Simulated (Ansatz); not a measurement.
SnO2-1T monolayer, on its own PBE lattice.

```
CELL_PARAMETERS angstrom
      3.21538     0.00000     0.00000
     -1.60769     2.78460     0.00000
      0.00000     0.00000    20.42800
ATOMIC_POSITIONS crystal
  O  0.66667 0.33333 0.45027
  Sn 0.00000 0.00000 0.50000
  O  0.33333 0.66667 0.54973
```

Levels used, each named beside its values: PBE+D3(BJ) (plane waves to 420 eV, PAW; Ansatz, a quantum-chemistry and plane-wave program); r2SCAN (plane waves to 500 eV, PAW; Ansatz); PBE+D3(BJ) with spin-orbit coupling (plane waves to 420 eV, PAW; Ansatz); HSE06 (plane waves to 420 eV, PAW; Ansatz). Geometries and values that name no level are of the first. Values not marked SOC have no spin–orbit coupling. Its k-point mesh 12×12×1, Fermi–Dirac width 0.01 eV. HSE06 ran on meshes of its own (9×9×1); its edges and gaps are taken over the mesh and over extra points off it, mostly where PBE has its edges.

All levels ran on one geometry.

| level | mesh | gap (eV) |
|---|---|---|
| PBE | 12×12×1 | 2.68 |
| r2SCAN | 12×12×1 | 3.22 |
| HSE06 | 9×9×1 | [?] |
| PBE+SOC | 12×12×1 | 2.68 |

Question: Some entries are withheld; supply them.

Answer: 
- HSE06, gap (eV): 4.22
